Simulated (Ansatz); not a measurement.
LaTe (Fm-3m), PBEsol, DFPT electron-phonon coupling, linearised Boltzmann equation in Ansatz (a quantum-chemistry and plane-wave program): phonon-limited resistivity 23.6 μΩ·cm at 300 K, 31.2 μΩ·cm at 400 K, current-weighted mean free path 6.3 nm, Drude plasma energy 4.91 eV.

### Question
What is the classical skin depth at 1 GHz (nonmagnetic, μ₀ = 1.257×10⁻⁶ H/m)?

### Answer
δ = √(ρ/(π f μ₀)) = 7730 nm.

### Question
What Drude relaxation time do resistivity and plasma energy imply?

### Answer
ω_p = 7.46e15 s⁻¹, so τ = 1/(ε₀ ω_p² ρ) = 8.60 fs, a damping ħ/τ of 76.5 meV.

### Question
What temperature coefficient of resistance follows, and how does it compare with 1/T?

### Answer
(ρ₄₀₀ − ρ₃₀₀)/(100 K × ρ₃₀₀) = 3.22×10⁻³ K⁻¹, against 1/T = 3.33×10⁻³ K⁻¹ for a resistivity proportional to T. Impurities would add a constant and lower it.

A metal at this level (no band gap). Only scattering by harmonic phonons is included (no impurities, grain boundaries, electron-electron scattering or thermal expansion). Spin-orbit coupling is left out. The run warned that the eigensolver left some states short of its tolerance. Halving the electron mesh (24x24x24) moves the resistivity by up to 8 % at 300 K, the mean free path by up to 4 %. Smearing 0.20 eV; phonons on a 4x4x4 q mesh, which this run doesn't test.

Formula and space group known from diffraction (Crystallography Open Database), not checked to be the room-temperature form: LaTe (Fm-3m).
